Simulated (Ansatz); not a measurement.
Effect of O → C on CaO

The reference is CaO in the rock salt structure (space group Fm-3m, No. 225; a = 4.767 Å).

Perturbation: C takes the place of O on all its sites, then cell and atoms are relaxed.

The values are results of Ansatz (an electronic-structure program) PBEsol, scalar-relativistic without spin-orbit coupling, not measurements. k-mesh 16×16×16 (Γ-centred); smearing 0.05 eV (Fermi–Dirac), for the changed cell.

```
quantity                                  base          changed        shift
-----------------------------  ---------------  ---------------  -----------
volume per atom                       13.54 Å³         17.10 Å³     +3.56 Å³
density                             3.44 g/cm³       2.53 g/cm³  -0.91 g/cm³
lattice parameter a                    4.767 Å          5.153 Å     +0.386 Å
space group                    Fm-3m (No. 225)  Fm-3m (No. 225)            –
shortest interatomic distance          2.383 Å          2.577 Å    +0.1930 Å
band gap                               3.54 eV             zero            –
```

Whether these cells are dynamically stable was not tested. As relaxed here, CaC is a hypothetical phase, not in the database extracts checked. The base started in Cmce and relaxed to Fm-3m at this level. The final runs are not spin-polarised.
